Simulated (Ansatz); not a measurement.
The parent structure is ZnS in the zinc blende structure (space group F-43m, No. 216; a = 5.443 Å).

The values are results of PBE (Ansatz, a program for electronic structure, PAW, no spin-orbit coupling), not measurements.

Strains are applied to the cell and any free atomic positions relax.

One change was made to it. Results:

| quantity | base | after |
|---|---|---|
| pressure | 0.01 GPa | 4.83 GPa |
| gap character | direct at Γ | direct at Γ |
| mean gap deformation potential ΔEg/Δln V | – | -4.4 eV |

Task: What was done to the base?
A. isotropic strain +1.50 %
B. isotropic strain −2.00 %
C. isotropic strain −1.00 %
D. isotropic strain +2.50 %
E. isotropic strain +1.00 %

Result: B, isotropic strain −2.00 %. For comparison, the pressure in the other runs: isotropic strain −1.00 % gives 2.25 GPa; isotropic strain +1.00 % gives -1.94 GPa; isotropic strain +2.50 % gives -4.36 GPa; isotropic strain +1.50 % gives -2.81 GPa.

No phonon test of stability was made.
